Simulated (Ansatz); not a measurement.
## Li (R-3m, No. 166, 3 atoms in the cell; start mp-1018134; another form than the element's usual one)

The numbers are results of LDA (plane waves, PAW; Ansatz, an electronic-structure program), not measurements.

Run with plane-wave cutoff 520 eV, 20×20×20 k mesh, Fermi–Dirac smearing 0.05 eV, scalar-relativistic PAW data made under PBE.

Cell (relaxed at this level):

```xyz
3
Lattice="1.4933 0.8621 7.3619 -1.4933 0.8621 7.3619 0.0000 -1.7243 7.3619" Properties=species:S:1:pos:R:3 pbc="T T T"
Li     0.0000     0.0000    17.1774
Li     0.0000     0.0000     4.9083
Li     0.0000     0.0000     0.0000
```

band gap: zero (no gap)
bulk modulus: 15.0 GPa

Note: the relaxation could not lower the start's symmetry, so the cell can be a saddle point above a distorted one; the bulk modulus is −V dP/dV from two relaxed cells at ±2 % in volume.

Static lattice: no zero-point or thermal effects.

A start named mp-… is a Materials Project structure, which need not be a measured phase.
